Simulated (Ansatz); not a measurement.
# What pressure 1.5 GPa does to YN

Base system: YN in the rock salt structure (space group Fm-3m, No. 225; a = 4.896 Å).

Modification: a hydrostatic pressure of 1.5 GPa.

Calculations: r2SCAN/PAW in Ansatz (a program for electronic structure), no spin-orbit coupling. Γ-centred 12×12×12 mesh, Fermi–Dirac width 0.05 eV.

| quantity | base | changed | shift |
|---|---|---|---|
| volume per atom | 14.67 Å³ | 14.54 Å³ | -0.13 Å³ |
| density | 5.83 g/cm³ | 5.88 g/cm³ | +0.05 g/cm³ |
| shortest interatomic distance | 2.448 Å | 2.441 Å | -0.007 Å |
| enthalpy H = E + PV relative to the base's energy | – | +0.14 eV/atom | – |
| band gap | 0.58 eV | 0.57 eV | -0.01 eV |
| gap character | indirect, Γ → X | indirect, Γ → X | – |
| smallest direct gap | 0.98 eV | 0.96 eV | -0.02 eV |
| width of the top valence band | 2.28 eV | 2.31 eV | +0.024 eV |
| electron mass | 1.3 mₑ along k, 0.15 mₑ across (at X) | 1.3 mₑ along k, 0.14 mₑ across (at X) | – |

Load acts through the strain it causes; cell and atoms are relaxed under it. Effective masses come from finite differences of ±0.01 Å⁻¹. Along k means along the line from Γ to the band edge. Stability against distortions was not tested.
